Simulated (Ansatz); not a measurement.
The Te–Te–Te angle in a series of structures.

Cell A: a sheet of composition Te2, 2 atoms, hexagonal cell of 5.13 Å (22.8 Å²), symmetry P6/mmm, 0.0 Å thick under 16 Å of vacuum, in-plane vectors relaxed; planes from bottom to top: Te2, all atoms in one plane; a model cell; partly filled levels (a metallic host or states in the gap) with PBE; spin state with PBE: run without spin, k-point mesh 12×12×1.
```
CELL_PARAMETERS angstrom
      5.12587     0.00000     0.00000
     -2.56294     4.43914     0.00000
      0.00000     0.00000    16.00000
ATOMIC_POSITIONS crystal
  Te 0.33333 0.66667 0.50000
  Te 0.66667 0.33333 0.50000
```

Cell B: a sheet of composition Te2, 2 atoms, hexagonal cell of 4.97 Å (21.4 Å²), symmetry P-3m1, 0.7 Å thick under 17 Å of vacuum, in-plane vectors relaxed; planes from bottom to top: Te × 2; a model cell; partly filled levels (a metallic host or states in the gap) with PBE; spin state with PBE: run without spin, k-point mesh 12×12×1.
```
Te
1.0
    4.96607     0.00000     0.00000
   -2.48304     4.30075     0.00000
    0.00000     0.00000    17.40000
Te
2
Direct
  0.33333   0.66667   0.52141
  0.66667   0.33333   0.47859
```

Computed with Ansatz (plane waves, PAW), its default PAW set. Each column's cells are at rest at that level. Cells are local rest points, mostly with their start's symmetry. The meshes named are those of the closing points. Atoms count as bonded under 1.18 times the sum of their covalent radii (1.35 for H and a metal); two metal atoms count in their first shell alone, and not where both have two or more other neighbours. Mean, with the range where angles differ.

Values (°):

```json
[
 {"cell": "A", "PBE": "120.0", "r2SCAN (own geometry)": "120.0"},
 {"cell": "B", "PBE": "113.9", "r2SCAN (own geometry)": "114.0"}
]
```

With PBE the value of A exceeds that of B by 6.1°. With r2SCAN (own geometry) the value of A exceeds that of B by 6°.

Ansatz is a quantum-chemistry and plane-wave program.
